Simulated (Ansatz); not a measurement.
The starting structures come from a database of crystals and need not be the phases stable at ambient conditions.

Tunnelling through a barrier is set by its complex band structure: the current falls as exp(−2κd) with the smallest κ.

Data:

```
AuBr
1.0
    7.03215     0.00000     0.00000
    0.00000     7.03215     0.00000
    3.51607    -3.51607     4.53419
Au Br
4 4
Direct
  0.12500   0.62500   0.75000
  0.62500   0.12500   0.25000
  0.12500   0.12500   0.75000
  0.12500   0.12500   0.25000
  0.56048   0.93952   0.87904
  0.31048   0.68952   0.37904
  0.68952   0.31048   0.62096
  0.93952   0.56048   0.12096
```

Space group of this cell: I4_1/amd. The cell was relaxed by PBE-D3(BJ).

Transport runs along the normal of the first two printed cell vectors, the (001) plane of the conventional cell.

The gap is the functional's own. No spin-orbit coupling. Mid-gap values are interpolated on the energy grid.

Q: Estimate the band gap and the smallest decay constant κ at mid-gap that r2SCAN (Ansatz, a quantum-chemistry and plane-wave program) returns for this system.

A: Gap 2.13 eV on a 8×8×8 mesh; κ = 0.150 1/Å, at the zone centre.
